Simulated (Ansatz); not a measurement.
CaTaO3 (model structure, started from the PbTiO3 type, P4mm, No. 99, 5 atoms in the cell): bulk modulus B0 by level of theory

No measured value is used here.

| level (code) | value (GPa) | cell (Å³/atom) |
|---|---|---|
| LDA (Ansatz) | 177 | 12.49 |
| PBEsol (Ansatz) | 166 | 12.80 |
| r²SCAN (Ansatz) | 171 | 12.84 |

Density-functional levels without +SOC have no spin–orbit coupling. LDA, PBEsol, r²SCAN: the bulk modulus is −V dP/dV from two relaxed cells at ±2 % in volume. Each level is taken at its own relaxed cell. Cutoffs differ between the levels. Ansatz's density-functional and Hartree–Fock values are scalar-relativistic unless marked +SOC, with PAW data made under PBE.

A model structure was made by putting elements into a prototype or built by hand; it is no filed structure, need not be a known phase, and can be a saddle point held by its symmetry.

Ansatz is a first-principles code.
